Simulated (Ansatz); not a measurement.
## How far PBE and r2SCAN part for TiSi2, biaxial strain +0.38 %, plane normal [001], relaxed out of plane

Base system: TiSi2 (space group Cmcm, No. 63; a = 3.5459 Å, b = 13.5650 Å, c = 3.5797 Å). Axes: x, y, z lie along a, b, c of the conventional cell.

(Cell as relaxed with PBE.)

Levels (all Ansatz, a program for electronic structure, PAW, earlier PAW set): PBE (420 eV, without spin-orbit coupling); r2SCAN (500 eV, no spin-orbit coupling).

Each level relaxes its own structure.

```json
[
 {"base": "volume per atom", "PBE": "14.35 Å³", "r2SCAN": "14.17 Å³"},
 {"base": "band gap", "PBE": "zero", "r2SCAN": "zero"}
]
```

Modification: tensile biaxial strain of 0.38 % in the plane normal to [001], as in epitaxy on a mismatched substrate; the out-of-plane cell vector and the atoms relax.

| quantity | PBE | r2SCAN |
|---|---|---|
| pressure (mean of the normal stresses, compression positive) | -0.6 GPa | -0.6 GPa |
| volume per atom | 14.43 Å³ | 14.25 Å³ |
| band gap | zero | zero |

PBE's volume per atom lies 0.175 Å³ above r2SCAN's (1.2 %); the two agree on the pressure and band gap. Neither level is exact; r2SCAN is the comparison here, not a measurement.

Without a gap, meshes like the base's 14×14×13 leave anisotropic stresses uncertain by several tenths of a GPa, and small strain energies with them. Whether these cells are dynamically stable was not tested. All final runs are without spin polarisation.
